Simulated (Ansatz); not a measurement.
**Quick settings and what they miss: NiS (P6_3/mmc, 4 atoms in the cell)**

Self-consistent single point.

```
NiS
1.0
    3.40084     0.00000     0.00000
   -1.70042     2.94522     0.00000
    0.00000     0.00000     5.12459
Ni S
2 2
Direct
  0.00000   0.00000   0.50000
  0.00000   0.00000   0.00000
  0.33333   0.66667   0.75000
  0.66667   0.33333   0.25000
```

Method: LDA (PW92), PAW files made with PBE (plane waves; Ansatz, a first-principles code).

Base settings: basis.ecutwfc = 420 eV; kpoints.mp_grid.grid = 15 15 9; hamiltonian.xc = lda; hamiltonian.pseudopotentials = {kind: paw} (the program's default PAW files); scf.occupations.method = cold; scf.occupations.width = 0.1 eV.

Tight run (finer mesh or higher cutoff; not a proven limit): basis.ecutwfc: 420 eV → 590 eV; kpoints.mp_grid.grid: 15 15 9 → 21 21 13; scf.convergence.dr2_threshold: default (1e-07 eV) → 1e-09 eV. It gave Fermi level (on the code's own zero) 13.66 eV; pressure -5.56 GPa.

Quick runs, as changes from the base:
- A: the base itself
- B: basis.ecutwfc: 420 eV → 335 eV; kpoints.mp_grid.grid: 15 15 9 → 6 6 6; scf.occupations.method: cold → gaussian; scf.occupations.width: 0.1 eV → 0.272 eV
- C: basis.ecutwfc: 420 eV → 210 eV; kpoints.mp_grid.grid: 15 15 9 → 8 8 8; scf.occupations.width: 0.1 eV → 0.5 eV; scf.convergence.dr2_threshold: default (1e-07 eV) → 0.0001 eV
- D: basis.ecutwfc: 420 eV → 210 eV; kpoints.mp_grid.grid: 15 15 9 → 4 4 4
- E: kpoints.mp_grid.grid: 15 15 9 → 4 4 4

Energies are extrapolated to zero smearing width, which holds to low order in the width alone.

The count of work is k-points × plane waves × bands × iterations; it is no time. 

Pressures in the table are Ansatz's without its Pulay estimate, at a fixed set of plane waves; the tight run's value above holds the estimate.

The starting cell comes from a database of computed structures (which also holds hypothetical and non-ambient phases and stackings), without a prior relaxation at this level. Its lattice was rescaled by a random factor within 2.5 % of one. Spin polarisation is off, so a magnetic state, if there is one, cannot be reached. In the base run, with a pressure of about -6 GPa the cell is away from its equilibrium volume at this level.

| run | energy less tight (meV/atom) | pressure less tight (GPa) | count of work / tight |
|---|---|---|---|
| A | 1.6 | -0.02 | 0.19 |
| B | 35.8 | -4.26 | 0.032 |
| C | 5986.5 | -360.55 | 0.019 |
| D | 6040.6 | -363.36 | 0.0057 |
| E | -1.7 | 0.07 | 0.017 |

Among the runs at the tight run's level, the energy misses run from 1.6 to 6040.6 meV/atom.

Left out of this page: 1 run of the series with a known weakness of the program.

Keys are those of Ansatz 0.2.
